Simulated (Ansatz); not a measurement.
Reference: ZnS (F-43m), HSE06, rigid bands (plane waves, PAW, scalar-relativistic; Ansatz, an electronic-structure program); geometry: cell and atoms relaxed with PBEsol.

```
CELL_PARAMETERS angstrom
      0.00000     2.67828     2.67828
      2.67828     0.00000     2.67828
      2.67828     2.67828     0.00000
ATOMIC_POSITIONS crystal
  Zn 0.00000 0.00000 0.00000
  S  0.25000 0.25000 0.25000
```

The band gap is 3.46 eV and the electron conductivity mass comes out as 0.21 mₑ. The Seebeck coefficient, n-type 1e19 cm⁻³ is -119 μV/K.

Replace S by Se on the same sites and relax. What happens?

ZnSe (F-43m): volume per atom 19.2 to 22.3 Å³; band gap falls (3.46 eV to 2.50 eV); electron conductivity mass falls (0.21 mₑ to 0.143 mₑ); Seebeck coefficient, n-type 1e19 cm⁻³ falls in size (-119 μV/K to -87 μV/K).

Replace Zn by Be on the same sites and relax. What happens?

BeS (F-43m): volume per atom 19.2 to 14.2 Å³; band gap rises (3.46 eV to 4.04 eV); electron conductivity mass rises (0.21 mₑ to 0.36 mₑ); Seebeck coefficient, n-type 1e19 cm⁻³ rises in size (-119 μV/K to -272 μV/K).

Moves up to 5 % count as about the same. Masses are for dilute carriers at 300 K, harmonic means over directions unless an axis is named. Seebeck coefficients are for the stated density at 300 K, with one relaxation time for all states and whether or not that doping can be reached. Spin-orbit coupling is left out.
